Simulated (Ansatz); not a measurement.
Input and output of a dielectric-response calculation for KTlO2 (R-3m, 4 atoms in the cell) (Ansatz, a quantum-chemistry and plane-wave program).

Level of theory: LDA (PW92), default PAW files made with PBE (plane waves; Ansatz).

```yaml
crystal:
  lattice:
    - [1.71813, 0.99196, 6.07173]
    - [-1.71813, 0.99196, 6.07173]
    - [0.00000, -1.98392, 6.07173]
  atoms:
    - { symbol: K, position: [0.50000, 0.50000, 0.50000] }
    - { symbol: Tl, position: [0.00000, 0.00000, 0.00000] }
    - { symbol: O, position: [0.73208, 0.73208, 0.73208] }
    - { symbol: O, position: [0.26792, 0.26792, 0.26792] }
```

Reference input (self-consistent single point, DFT, LDA (PW92), plane waves, default PAW files made with PBE): basis.ecutwfc = 30.9 Ry; kpoints.mp_grid.grid = 8 8 8; hamiltonian.xc = lda; hamiltonian.pseudopotentials = {kind: paw} (the program's default PAW files); scf.occupations.method = fermi_dirac; scf.occupations.width = 0.0015 Ry. This run's input differs from it in these lines:

Ansatz 0.2 input:
```diff
@@ -14,3 +14,3 @@
   mp_grid:
-    grid: [8, 8, 8]
+    grid: [13, 13, 13]
 hamiltonian:
@@ -21,8 +21,5 @@
   occupations:
-    method: fermi_dirac
-    width: 0.0015 Ry
-output:
-  forces: true
-  eigenvalues: true
-  stress: true
+    method: fixed
+dielectric:
+  field_mesh: kpoints
```

Output (repeated stretches shortened):

```
SCF iter   1: F=—  HF=-13752.873737 eV  |F-HF|=—  |Δ(HF+E_count)|=         —  Δρ=1.74e-2  dr2=1.77e-1  ethr=1.77e-3  ⟨swp⟩=5.0  Hψ=56841  notcnv=0  defer=1155
all-band conjugate gradients solve this SCF's bands
preconditioner: auto → none
SCF iter   2: F=—  HF=-13752.848243 eV  |F-HF|=—  |Δ(HF+E_count)|=   2.55e-2  Δρ=1.32e-2  dr2=8.33e-2  ethr=5.19e-4  ⟨swp⟩=2.0  Hψ=27969  notcnv=0  defer=1183
   [... lines left out ...]
SCF iter   5: F=—  HF=-13752.825819 eV  |F-HF|=—  |Δ(HF+E_count)|=   4.40e-5  Δρ=1.19e-4  dr2=4.21e-6  ethr=3.51e-7  ⟨swp⟩=2.0  Hψ=22027  notcnv=0  defer=87
SCF iter   6: F=—  HF=-13752.825817 eV  |F-HF|=—  |Δ(HF+E_count)|=   1.38e-6  Δρ=1.87e-5  dr2=8.83e-8  ethr=1.24e-8  ⟨swp⟩=2.7  Hψ=21883  notcnv=0  defer=15
SCF iter   7: F=—  HF=-13752.825760 eV  |F-HF|=—  |Δ(HF+E_count)|=   5.73e-5  Δρ=2.23e-6  dr2=2.21e-9  ethr=2.60e-10  ⟨swp⟩=2.4  Hψ=22143  notcnv=0  defer=11
SCF iter   8: F=-13752.825760 eV  HF=-13752.825760 eV  |F-HF|=2.00e-11  |Δ(HF+E_count)|=  5.53e-10  Δρ=4.74e-7  dr2=5.74e-11  ethr=1.00e-12  ⟨swp⟩=2.1  Hψ=47395  notcnv=0
SCF 1 converged in 8 iterations: F = -13752.825760 eV  dr2 = 5.74e-11
DFPT response loops at Γ: preconditioner auto → Resta (q_TF=auto, 2.468 Å⁻¹)  ε∞=8.1 (no band partly filled) …
Free energy (F): -13752.825760 eV
Internal energy: -13752.825760 eV  (E = F + TS)
E sigma→0 (E₀):  -13752.825760 eV
Fermi energy:    7.327869 eV
--- Dielectric response (ions clamped): 2 representative field directions + reference, on 595 of 2197 k-points (Σ response iterations 20) ---
  k mesh reduced under 2 symmetry operations, with k and −k counted as one. Each operation leaves every solved perturbation unchanged …
   [... lines left out ...]
         0.00000   -2.43020   -0.00000
         0.00000   -0.00000   -1.65194
    site 3:
        -2.43020   -0.00000   -0.00000
         0.00000   -2.43020   -0.00000
         0.00000   -0.00000   -1.65194
  Z* charge neutrality: 1.615e-5 e pre-enforcement
  k-mesh period / interband length: 44.7 Å / 2.52 Å = 17.76 at k = (0.0000, 0.0000, 0.0000), direct gap 1.045 eV — 14 or more, which is no proof of convergence
```

The run converged in 8 iterations. 

Summary of the result:
| Quantity | Result |
|---|---|
| Free energy E − TS (on the zero of these files) | -13752.8258 eV |
| Top of the valence band (on the code's own zero) | 7.33 eV |
| Gap on the k-point mesh | 0.92 eV |
| ε∞ at this k-point mesh, which may be far from converged in small-gap cells (xx, yy, zz) | 5.57, 5.57, 3.90 |
| Born charges at this mesh (mean of the diagonal, e) | K 1.25, Tl 3.09, O -2.17, O -2.17 |

The starting cell comes from a database of computed structures (which also holds hypothetical and non-ambient phases and stackings), without a prior relaxation at this level. Its lattice was rescaled by up to half a per cent. Spin-orbit coupling is off.

Cost on one core of a shared machine: roughly 10 min.
